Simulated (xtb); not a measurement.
xtb 6.7.1, GFN2-xTB: W(NH)(Cl)(OMe)3 (C[O][W](=[NH])([Cl])([O]C)[O]C), 19 atoms. The geometry is a generated start, not checked to be a minimum at this level.

```yaml
run_flags: --grad
method: GFN2-xTB
"--acc": 1 (default)
"--etemp (K)": 300 (default)
basis_functions: 58
valence_electrons: 58
```

```xyz
19

W     -0.5116     0.2871     0.3761
N     -2.2821     0.4074     0.4700
H     -3.2970     0.5029     0.5316
Cl     0.0809     1.7074     2.1347
O      0.1452    -1.0395     1.5205
C     -0.2135    -2.3914     1.6232
H     -0.6165    -2.7388     0.6520
H      0.6647    -2.9929     1.8975
H     -0.9807    -2.5134     2.4010
O      0.3005     1.5663    -0.6846
C      0.4091     2.9446    -0.8938
H     -0.0154     3.4842    -0.0291
H      1.4644     3.2264    -1.0099
H     -0.1393     3.2274    -1.8038
O     -0.2780    -0.9431    -1.0527
C      1.0442    -1.1419    -1.4485
H      1.6970    -1.3326    -0.5686
H      1.1105    -2.0093    -2.1239
H      1.4175    -0.2508    -1.9916
```

Charge 0 and multiplicity 1 are set for this test and not shown to be the ground state.

One run each on 1 thread. Values of broydamp tried: 0.02, 0.05, 0.1, 0.2, 0.4 (default), 0.6, 0.8, 1.

Problem. Which value of broydamp needs the fewest SCC iterations, and what happens away from it?

Solution. Fewest SCC iterations, within one of each other: 0.1 with 25, 0.2 with 24. The count rises to 36 at 0.02. All converge to one solution.

```tsv
broydamp	SCC iterations	end
0.02	36	same solution
0.05	30	same solution
0.1	25	same solution
0.2	24	same solution
0.4 (default)	27	same solution
0.6	26	same solution
0.8	28	same solution
1	28	same solution
```
